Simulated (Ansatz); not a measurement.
# What 3 layers does to hypothetical Fm-3m WTe2

Start from WTe2 (space group Fm-3m, No. 225; a = 6.569 Å; a hypothetical phase, not in the database extracts checked). Axes: x, y, z lie along the cube axes.

It is then changed as follows: a free-standing slab of 3 layers (9 atoms, 3 a layer) is cut normal to [111], with 15 Å of vacuum and the in-plane cell held at bulk.

Level of theory: DFT with PBEsol, PAW potentials and a 420 eV plane-wave cutoff in Ansatz (a first-principles code), spin-orbit coupling left out. Γ-centred 12×12×1 mesh, Fermi–Dirac width 0.05 eV, for the changed cell.

| quantity | base | changed | shift |
|---|---|---|---|
| layer's space group (with vacuum) | – | P-3m1 (No. 164) | – |
| shortest interatomic distance | 2.844 Å | 2.725 Å | -0.1196 Å |
| band gap | zero | zero | – |
| excess energy per area of both faces (slab less bulk energy over the cell's area: twice a surface energy) (uncertain by up to 0.08 J/m²) | – | 0.8 J/m² | – |
| thickness between the outermost nuclei | – | 9.30 Å | – |
| change of the spacing d12 from its bulk value of 0.948 Å | – | -0.5 % | – |
| change of the spacing d23 from its bulk value of 0.948 Å | – | -10.0 % | – |

Final structure:

```yaml
crystal:
  lattice:
    - [4.64500, 0.00000, 0.00000]
    - [2.32250, 4.02269, 0.00000]
    - [0.00000, 0.00000, 24.48157]
  atoms:
    - { symbol: Te, position: [0.66667, 0.16667, 0.31012] }
    - { symbol: W, position: [0.33333, 0.83333, 0.34868] }
    - { symbol: Te, position: [0.00000, 0.50000, 0.38354] }
    - { symbol: Te, position: [0.33333, 0.83333, 0.45998] }
    - { symbol: W, position: [0.00000, 0.50000, 0.50000] }
    - { symbol: Te, position: [0.66667, 0.16667, 0.54002] }
    - { symbol: Te, position: [0.00000, 0.50000, 0.61646] }
    - { symbol: W, position: [0.66667, 0.16667, 0.65132] }
    - { symbol: Te, position: [0.33333, 0.83333, 0.68988] }
```

Cost of the whole job for the changed cell (relaxation, final SCF and bands): very roughly 2.9 core-minutes.

The excess energy carries the mismatch between the slab's and the bulk's meshes. Spin-orbit coupling, missing from the scalar runs, can matter with Te and W. Whether these cells are dynamically stable was not tested. All final runs are without spin polarisation. WTe2 has a high density of states at the Fermi level and may be magnetic at this level. The zero or small gap of WTe2 can change with the level of theory.
